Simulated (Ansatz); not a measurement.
The reference is Rh in the fcc (Cu type) structure (space group Fm-3m, No. 225; a = 3.755 Å; relaxed with 0.1 eV smearing). Axes: x, y, z lie along the cube axes.

Computed with DFT with LDA, PAW potentials and a 420 eV plane-wave cutoff in Ansatz (an electronic-structure program), no SOC.

Now apply this change: a pure shear with ε_xy = ε_yx = 0.0171; the atoms relax in the strained cell.

Predict the stress tensor and what it implies for the stiffness.

Stress of the strained cell less that of the base (GPa, compression positive):
```
    0.7    -7.5     0.0
   -7.5     0.7     0.0
    0.0     0.0     0.0
```

Then −Δσ/γ with γ = 2ε = 0.0342 gives secant stiffness values (nonlinear terms included at this strain): C66 ≈ 219 GPa.

As a check, the harmonic strain energy −½ V₀ Δσ:ε is 11 meV/atom; the computed energy rise is 11 meV/atom.

Whether these cells are dynamically stable was not tested. All final runs are without spin polarisation.
